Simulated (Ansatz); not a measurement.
**Response to strain in MgTe**

The parent structure is MgTe in the zinc blende structure (space group F-43m, No. 216).

```yaml
crystal:
  lattice:
    - [0.00000, 3.18405, 3.18405]
    - [3.18405, 0.00000, 3.18405]
    - [3.18405, 3.18405, 0.00000]
  atoms:
    - { symbol: Mg, position: [0.00000, 0.00000, 0.00000] }
    - { symbol: Te, position: [0.25000, 0.25000, 0.25000] }
```

Cartesian axes are those of the cell as printed.

Strains are applied to the cell and any free atomic positions relax.

Method: LDA (Ansatz, a quantum-chemistry and plane-wave program), without spin-orbit coupling.

Notes on the quantities. pressure: mean of the normal stresses, compression positive; energy relative to the base: free energy F.

```
variant                          pressure  energy relative to the base  band gap  volume per atom
------------------------------  ---------  ---------------------------  --------  ---------------
base                             0.01 GPa                   0 meV/atom   2.38 eV         32.28 Å³
uniaxial strain ε_zz = −3.00 %   1.25 GPa                +4.5 meV/atom   2.46 eV         31.31 Å³
uniaxial strain ε_zz = −2.00 %   0.82 GPa                +2.0 meV/atom   2.44 eV         31.63 Å³
uniaxial strain ε_zz = −1.50 %   0.61 GPa                +1.1 meV/atom   2.42 eV         31.80 Å³
uniaxial strain ε_zz = −1.00 %   0.40 GPa                +0.5 meV/atom   2.41 eV         31.96 Å³
uniaxial strain ε_zz = +0.50 %  -0.18 GPa                +0.1 meV/atom   2.36 eV         32.44 Å³
uniaxial strain ε_zz = +1.50 %  -0.56 GPa                +1.1 meV/atom   2.30 eV         32.76 Å³
uniaxial strain ε_zz = +2.00 %  -0.74 GPa                +1.9 meV/atom   2.27 eV         32.93 Å³
uniaxial strain ε_zz = +2.50 %  -0.91 GPa                +3.0 meV/atom   2.24 eV         33.09 Å³
uniaxial strain ε_zz = +3.00 %  -1.08 GPa                +4.3 meV/atom   2.22 eV         33.25 Å³
```

Spin-orbit coupling, missing from the scalar runs, can matter with Te. Whether these cells are dynamically stable was not tested.
